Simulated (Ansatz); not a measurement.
The structure below was relaxed with plane-wave PAW DFT at the r2SCAN level (Ansatz, an electronic-structure program, 500 eV), scalar-relativistic without spin-orbit coupling, at pressure −1 GPa.

```xyz
2
Lattice="0.0000 2.3118 2.3118 2.3118 0.0000 2.3118 2.3118 2.3118 0.0000" Properties=species:S:1:pos:R:3 pbc="T T T"
F      0.0000     0.0000     0.0000
Na     2.3118     2.3118     2.3118
```

**Question.** Find the space group and the Wyckoff positions.

**Answer.** Space group Fm-3m (No. 225); a = b = c = 4.6237 Å, α = β = γ = 90.00°

| atom | site | symmetry | x | y | z |
|---|---|---|---|---|---|
| F | 4a | m-3m | 0.0000 | 0.0000 | 0.0000 |
| Na | 4b | m-3m | 0.5000 | 0.5000 | 0.5000 |

**Question.** Describe the coordination.

**Answer.** The crystal has 8 atoms in its conventional cell. Cell: a = b = c = 4.624 Å, α = β = γ = 90.00°. F is coordinated by 6 Na at 2.312 Å (octahedral). Na sees 6 F at 2.312 Å (octahedral). (Neighbours: up to the widest gap in distance over summed covalent radii, below 1.35, at either atom; cation-cation and far metal-metal contacts left out.)

Load acts through the strain it causes; cell and atoms are relaxed under it. Stability against distortions was not tested. The cell was made from NaF in the rock salt structure (space group Fm-3m, No. 225) by this change: pressure −1 GPa.
